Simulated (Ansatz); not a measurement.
Consider MgTe in the wurtzite structure (space group P6_3mc, No. 186; a = 4.6085 Å, c = 7.5007 Å).

Modification: a hydrostatic pressure of 5 GPa.

Levels (all Ansatz, an electronic-structure program, PAW): PBE (420 eV, without spin-orbit coupling); HSE06 (420 eV, no SOC).

The geometry is relaxed with PBE.

| Property | Result |
|---|---|
| PBE lowest conduction level above the VBM at special points | Γ 2.91 eV; M 3.14 eV; L 3.28 eV |

With HSE06 at the same geometry, the lowest conduction level above the VBM at special points goes from Γ 2.91 eV; M 3.14 eV; L 3.28 eV to Γ 3.80 eV; M 3.90 eV; L 4.06 eV.

Single points use the geometry relaxed with PBE. The levels and masses belong to the bands next to the band gap. Load acts through the strain it causes; cell and atoms are relaxed under it. Stability against distortions was not tested. Tetrahedral semiconductors of this kind turn to denser phases somewhere between about 1 and 50 GPa; those were not computed, so compressed cells here can lie past the real transition.
